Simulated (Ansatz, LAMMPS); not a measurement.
Random Si-Ge alloy, 4x4x4 cubic cells, lattice parameter by Vegard's rule

Cell 22.04 × 22.04 × 22.04 Å, Si440Ge72, 512 atoms. Prepared with Tersoff's 1989 multicomponent potential (SiCGe.tersoff) run with LAMMPS: minimisation. 

Calculation: PBE, support functions at accuracy medium on the grid of 370 eV (norm-conserving potentials; Ansatz, an electronic-structure program).

Basis: localised support functions (accuracy medium) on a full density matrix. k-points: zone centre alone; occupations: Fermi-Dirac, 0.020 eV; spin polarisation not allowed. Scalar-relativistic, no spin-orbit coupling.

| Quantity | Result |
|---|---|
| energy over the perfect crystal(s), per atom | 9 meV/atom |
| Kohn-Sham gap of the cell on its k-mesh | 0.60 eV |
| coordination (neighbours within 2.845 Å) | 100.0 % 4-fold |
| Ge-Ge bonds, mean ± spread | 2.464 ± 0.004 Å |
| Ge-Si bonds, mean ± spread | 2.418 ± 0.005 Å |
| Si-Si bonds, mean ± spread | 2.374 ± 0.005 Å |
| bond angles, mean ± spread | 109.5° ± 0.8° |
| pressure | -0.35 GPa |
| cost of the final run | very roughly 50 core-minutes, 15 SCF iterations, 10 GiB |
